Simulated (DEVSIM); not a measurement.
Device: Ni/SiO2/n-GaAs capacitor, at 300 K.

```
layer (left to right)  material  thickness (nm)  Nd (cm⁻³)
---------------------  --------  --------------  ---------
1                          SiO2            22.0          -
2                          GaAs            8800     5.4e15
```

Metal gate on the left, work function 5.1 eV. Fixed charge at the semiconductor interface -7.6e11 cm⁻² (in units of +e); no interface traps.

This is a model device: material constants are rounded textbook-type values typed into the input, and sizes, dopings and lifetimes were drawn at random. Values at 300 K.

```tsv
parameter	SiO2	GaAs
gap (eV)	9	1.424
affinity (eV)	0.9	4.07
permittivity	3.9	12.9
Nc (cm⁻³)	-	4.7e17
Nv (cm⁻³)	-	9e18
```

Model (solved in DEVSIM): 1D Poisson equation in equilibrium, Boltzmann statistics, complete ionisation; no quantum confinement or tunnelling. Metal contacts follow the ideal Schottky-Mott rule: no Fermi-level pinning, no interface dipoles.

The interface trap density was swept, all else fixed.

| interface trap density (cm^-2 eV^-1) | threshold voltage (band bending 2φF) (V) | minimum of the low-frequency capacitance (μF/cm²) | flat-band voltage (V) |
|---|---|---|---|
| 0 | 0.28 | 0.0199 | 1.69 |
| 1e10 | 0.27 | 0.0211 | 1.70 |
| 1e11 | (withheld) | (withheld) | 1.75 |
| 3e11 | 0.11 | 0.0488 | 1.87 |
| 1e12 | -0.26 | 0.0845 | 2.30 |
| 2e12 | -0.79 | 0.108 | 2.91 |

Q: Fill in the missing entries.

A: 
- 1e11, threshold voltage (band bending 2φF) (V): 0.22
- 1e11, minimum of the low-frequency capacitance (μF/cm²): 0.0312
